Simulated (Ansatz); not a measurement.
**Rh: response to strain**

Base system: Rh in the fcc (Cu type) structure (space group Fm-3m, No. 225; a = 3.755 Å; relaxed with 0.1 eV smearing). Axes: x, y, z lie along the cube axes.

Strains are applied to the cell and any free atomic positions relax; under biaxial strain the out-of-plane vector relaxes too.

Level of theory: DFT with LDA, PAW potentials and a 420 eV plane-wave cutoff in Ansatz (an electronic-structure program), spin-orbit coupling left out.

Candidates:
(a) biaxial strain −2.00 %, plane normal [001], relaxed out of plane
(b) biaxial strain −1.00 %, plane normal [001], relaxed out of plane
(c) biaxial strain +0.50 %, plane normal [001], relaxed out of plane
(d) biaxial strain −0.50 %, plane normal [001], relaxed out of plane

### Question
Order them by out-of-plane strain, lowest first.

### Answer
(c) biaxial strain +0.50 %, plane normal [001], relaxed out of plane (-0.45 %), (d) biaxial strain −0.50 %, plane normal [001], relaxed out of plane (+0.45 %), (b) biaxial strain −1.00 %, plane normal [001], relaxed out of plane (+0.91 %), (a) biaxial strain −2.00 %, plane normal [001], relaxed out of plane (+1.85 %)

Whether these cells are dynamically stable was not tested. The final runs are not spin-polarised.
